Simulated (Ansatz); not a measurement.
A set of cells, compared by their Bader charge of Ga.

Cell A: GaN (zinc blende, F-43m), 2 atoms in the cell, k-point mesh 14×14×14 on the run's own vectors.
Space group F-43m (No. 216); a = 4.5489 Å, b = 4.5489 Å, c = 4.5489 Å, α = 90.00°, β = 90.00°, γ = 90.00°

| atom | site | symmetry | x | y | z |
|---|---|---|---|---|---|
| Ga | 4a | -43m | 0.0000 | 0.0000 | 0.0000 |
| N | 4d | -43m | 0.7500 | 0.7500 | 0.7500 |
(The calculation used a cell of 2 atoms; values per cell refer to that cell.)

Cell B: GaP (zinc blende, F-43m), 2 atoms in the cell, k-point mesh 10×10×10 on the run's own vectors.
```
GaP
1.0
    0.00000     2.75284     2.75284
    2.75284     0.00000     2.75284
    2.75284     2.75284     0.00000
Ga P
1 1
Direct
  0.00000   0.00000   0.00000
  0.75000   0.75000   0.75000
```

Cell C: GaAs (zinc blende, F-43m), 2 atoms in the cell, k-point mesh 10×10×10 on the run's own vectors.
GaAs is taken in the cubic space group F-43m (No. 216), the zinc blende structure, Pearson symbol cF8. Conventional cell: a = b = c = 5.746 Å, α = β = γ = 90.00°. Ga on 4a sees 4 As at 2.488 Å (tetrahedral). As on 4c has 4 Ga at 2.488 Å (tetrahedral). (Neighbours: up to the widest gap in distance over summed covalent radii, below 1.35, at either atom; cation-cation and far metal-metal contacts left out.)
(The calculation used a cell of 2 atoms; values per cell refer to that cell.)

Cell D: GaSb (zinc blende, F-43m), 2 atoms in the cell, k-point mesh 10×10×10 on the run's own vectors.
```cif
data_Ga4Sb4
_chemical_formula_sum 'Ga4 Sb4'
_space_group_name_H-M_alt 'F-43m'
_space_group_IT_number 216
_space_group_name_Hall 'F -4 2 3'
_cell_length_a 6.21453
_cell_length_b 6.21453
_cell_length_c 6.21453
_cell_angle_alpha 90.000
_cell_angle_beta 90.000
_cell_angle_gamma 90.000
loop_
_atom_site_label
_atom_site_type_symbol
_atom_site_symmetry_multiplicity
_atom_site_Wyckoff_symbol
_atom_site_fract_x
_atom_site_fract_y
_atom_site_fract_z
_atom_site_occupancy
Ga1 Ga 4 a 0.00000 0.00000 0.00000 1
Sb1 Sb 4 d 0.75000 0.75000 0.75000 1
```
(The calculation used a cell of 2 atoms; values per cell refer to that cell.)

Plane-wave PAW calculations with Ansatz (a program for electronic structure), its PAW set soft_1, cutoff 420 eV. The structures are at rest with PBE. Neutral cells; Fermi-Dirac smearing of at most 0.05 eV in the solids, energies taken to zero width. The runs are scalar-relativistic, without spin-orbit coupling. A dispersion term ran beside these levels; it doesn't touch the electrons. Electrons of density maxima off the nuclei are shared among the atoms. Mean over the atoms, with the range where they differ; positive means electrons lost.

What does PBE give for the Bader charge of Ga of each cell (e)?


```tsv
cell	PBE
A	1.55
B	0.85
C	0.68
D	0.32
```

With PBE the value is lowest for D and highest for A.
